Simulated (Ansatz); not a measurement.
## Habitual settings against a tight run: Y2NiRu3 (R-3m, 6 atoms in the cell)

Self-consistent single point.

```xyz
6
Lattice="2.6716 1.5424 4.4408 -2.6716 1.5424 4.4408 0.0000 -3.0849 4.4408" Properties=species:S:1:pos:R:3 pbc="T T T"
Y      0.0000     0.0000     1.6392
Y      0.0000     0.0000    11.6832
Ni     0.0000     0.0000     6.6612
Ru    -1.3358    -0.7712     4.4408
Ru     1.3358    -0.7712     4.4408
Ru     0.0000     1.5424     4.4408
```

Method: PBEsol, default PAW files made with PBE (plane waves; Ansatz, a quantum-chemistry and plane-wave program).

Base settings: basis.ecutwfc = 30.9 Ry; kpoints.mp_grid.grid = 5 5 5; hamiltonian.xc = pbesol; hamiltonian.pseudopotentials = {kind: paw} (the program's default PAW files); scf.occupations.method = cold; scf.occupations.width = 0.0073 Ry.

Tight run (finer mesh or higher cutoff; not a proven limit): basis.ecutwfc: 30.9 Ry → 43.4 Ry; kpoints.mp_grid.grid: 5 5 5 → 7 7 7; scf.convergence.dr2_threshold: default (1e-07 eV) → 1e-09 eV. It gave Fermi level (on the code's own zero) 15.71 eV; pressure -13.54 GPa; largest force (vector length) 0.086 eV/Å.

Quick runs, as changes from the base:
- A: the base itself
- B: basis.ecutwfc: 30.9 Ry → 24.6 Ry; kpoints.mp_grid.grid: 5 5 5 → 2 2 2; hamiltonian.xc: pbesol → lda; scf.occupations.method: cold → gaussian; scf.occupations.width: 0.0073 Ry → 0.0367 Ry; scf.convergence.dr2_threshold: default (1e-07 eV) → 0.001 eV [LDA (PW92)]
- C: kpoints.mp_grid.grid: 5 5 5 → 4 4 4; scf.convergence.dr2_threshold: default (1e-07 eV) → 0.001 eV
- D: basis.ecutwfc: 30.9 Ry → 24.6 Ry; kpoints.mp_grid.grid: 5 5 5 → 6 6 6
- E: basis.ecutwfc: 30.9 Ry → 15.4 Ry; kpoints.mp_grid.grid: 5 5 5 → 4 4 4; scf.occupations.width: 0.0073 Ry → 0.01 Ry; scf.convergence.dr2_threshold: default (1e-07 eV) → 0.0001 eV

Energies are extrapolated to zero smearing width, which holds to low order in the width alone.

Dashes: energy of B, another energy zero.

† marks runs with another functional, U, potentials or spin treatment: their distance from the tight run is not a convergence error alone.

The count of work is k-points × plane waves × bands × iterations; it is no time. 

Pressures in the table are Ansatz's without its Pulay estimate, at a fixed set of plane waves; the tight run's value above holds the estimate.

The starting cell comes from a database of computed structures (which also holds hypothetical and non-ambient phases and stackings), without a prior relaxation at this level. Its lattice was rescaled by a random factor within 2.5 % of one. Spin polarisation is off. In the base run, with a pressure of about -14 GPa the cell is away from its equilibrium volume at this level.

```
run  energy less tight (meV/atom)  pressure less tight (GPa)  largest miss in a force vector (eV/Å)  count of work / tight
---  ----------------------------  -------------------------  -------------------------------------  ---------------------
A                            -1.5                      -0.14                                  0.022                   0.20
B†                              –                      -5.97                                  0.113                  0.023
C                            12.2                       0.06                                  0.097                  0.070
D                            21.1                      -2.54                                  0.002                   0.24
E                          5263.7                    -226.06                                  0.063                  0.036
```

Among the runs at the tight run's level, the energy misses run from 1.5 to 5263.7 meV/atom.

Left out of this page: 1 run of the series outside the window shown, repeating another row's setting, or not comparable.

Keys are those of Ansatz 0.2.
